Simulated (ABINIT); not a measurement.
Several settings converged on Se (C2, 3 atoms in the cell)

```
CELL_PARAMETERS angstrom
      2.19156    -3.79589     0.00000
      2.19156     3.79589     0.00000
      0.00000     0.00000     4.96485
ATOMIC_POSITIONS crystal
  Se 0.00000 0.22500 0.66667
  Se 0.78641 0.78641 0.00000
  Se 0.22500 0.00000 0.33333
```

Base method: LDA (PW92), norm-conserving pseudopotentials (PseudoDojo nc-sr-04 LDA standard) (plane waves; ABINIT).

Base settings: pseudos = [Se.upf]; ecut = 86 Ry; ixc = 7; occopt = 3; tsmear = 0.01 eV; ngkpt = 3 3 2; nshiftk = 1; shiftk = 0 0 0; potentials = PseudoDojo nc-sr-04 LDA standard; nband = 31.

The count of work is k-points × plane waves × bands × iterations; it is no time. 

**The cutoff for other potential files**

Level: DFT, LDA (PW92), plane waves, norm-conserving pseudopotentials (HGH LDA).

In this ladder: pseudos = [34se.6.hgh]; nband = 14; potentials = HGH LDA.

The second cell is the first with its lattice scaled by 0.98.

The mesh stays at the base's, so the ladder's end is converged at best in this setting alone.

Only quantities that move along the ladder and can be compared are tabulated; the gap is left out on so coarse a mesh.

| ecut | free energy less the last step's (meV/atom) | energy of the compressed cell less the first (meV/atom) | pressure (GPa) | largest difference of a force vector from the last step's (eV/Å) | count of work / last |
|---|---|---|---|---|---|
| 28 Ry | 366.43 | 15.83 | -5.64 | 0.155 | 0.11 |
| 32 Ry | 212.44 | 16.44 | -3.60 | 0.067 | 0.14 |
| 42 Ry | 68.58 | 14.51 | -1.65 | 0.012 | 0.21 |
| 52 Ry | 21.95 | 14.44 | -0.94 | 0.001 | 0.29 |
| 60 Ry | 8.72 | 13.87 | -0.69 | 0.001 | 0.36 |
| 72 Ry | 1.98 | 13.87 | -0.51 | 0.000 | 0.47 |
| 90 Ry | 0.19 | 13.88 | -0.45 | 0.000 | 0.65 |
| 120 Ry | 0.00 | 13.88 | -0.44 | 0.000 | 1.0 |

Coarsest ecut that holds the energy of the compressed cell less the first within 1 meV/atom of the last step, with all finer ones: 42 Ry, at 0.21 of the last step's count of work; the step before is off by 2.6 meV/atom.

Coarsest ecut that holds the forces within 0.005 eV/Å of the last step, with all finer ones: 52 Ry, at 0.29 of the last step's count of work; the step before is off by 0.012 eV/Å.

Coarsest ecut that holds the free energy within 5 meV/atom of the last step, with all finer ones: 72 Ry; the step before is off by 8.7 meV/atom.

The energy difference between the two cells stays within 1 meV/atom of the last step's from 42 Ry on, the total only from 90 Ry on: much of the error is common to both cells and cancels.

At the lowest cutoff the pressure lies 5.2 GPa under the last step's, the usual sign of Pulay stress in an incomplete plane-wave basis.

**The setting fft**

The mesh stays at the base's, so the ladder's end is converged at best in this setting alone.

Only quantities that move along the ladder and can be compared are tabulated; the gap is left out on so coarse a mesh.

```csv
boxcutmin,free energy less the last step's (meV/atom),pressure (GPa)
1.2,10.30,-0.74
1.5,0.07,-0.29
1.8,0.00,-0.29
2.5,0.00,-0.29
```

Coarsest boxcutmin that holds the pressure within 0.1 GPa of the last step, with all finer ones: 1.5; the step before is off by 0.44 GPa.

Coarsest boxcutmin that holds the free energy within 5 meV/atom of the last step, with all finer ones: 1.5; the step before is off by 10 meV/atom.

On the base run: the starting cell has typed, rounded lattice constants, without a prior relaxation at this level. Its lattice was rescaled by up to half a per cent. One atom was moved a little off its site on purpose.
